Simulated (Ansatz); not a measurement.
Base system: HgI2 in the 2H-MoS2 type structure (space group P6_3/mmc, No. 194; a = 4.155 Å, c = 14.393 Å; a hypothetical phase, not in the database extracts checked). Axes: x lies along a and z along c of the hexagonal cell.

Level of theory: r2SCAN+rVV10/PAW in Ansatz (an electronic-structure program), no spin-orbit coupling.

Base values:

| Property | Result |
|---|---|
| Band gap | 0.66 eV |
| Volume per atom | 35.86 Å³ |

The change: biaxial strain −0.82 %, plane normal [001], relaxed out of plane (Cartesian); in-plane vectors clamped, the third vector and the atoms free.

### Question
How does this affect the band gap?

### Answer
The band gap rises by 0.012 eV, from 0.66 eV to 0.68 eV.

### Question
What happens to the volume per atom?

### Answer
The volume per atom falls by 0.44 Å³ to 35.42 Å³.

With Hg and I present, leaving out spin-orbit coupling can change the band edges. Semilocal Kohn–Sham gaps tend to fall short of experiment. No phonon test of stability was made.
